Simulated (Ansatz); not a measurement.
The starting structures come from a database of crystals and need not be the phases stable at ambient conditions.

 Where the default PAW files enter, the runs use the earlier of Ansatz's two default sets.

The decay constant κ of evanescent states in the gap governs leakage through a thin film.

Given:

```
CELL_PARAMETERS angstrom
      6.05440     0.00000     0.00000
      0.00000     8.56221     0.00000
      3.02720     4.28111     3.02720
ATOMIC_POSITIONS crystal
  Rb 0.50000 0.25000 0.00000
  Rb 0.50000 0.75000 0.00000
  Te 0.00000 0.00000 0.00000
```

Space group of this cell: Fm-3m, anti-fluorite. The cell is taken as given; by PBEsol its mean pressure is -0.5 GPa.

Transport runs along the normal of the first two printed cell vectors, the (110) plane of the conventional cell.

The gap is the functional's own, uncorrected, and κ follows it; spin-orbit coupling is left out. Mid-gap values are interpolated between the computed energies.

Problem. State the band gap and the smallest decay constant κ at mid-gap according to PBEsol (Ansatz, a program for electronic structure).

Solution. Gap 1.83 eV on a 10×10×10 mesh; κ = 0.220 1/Å, at the zone centre.
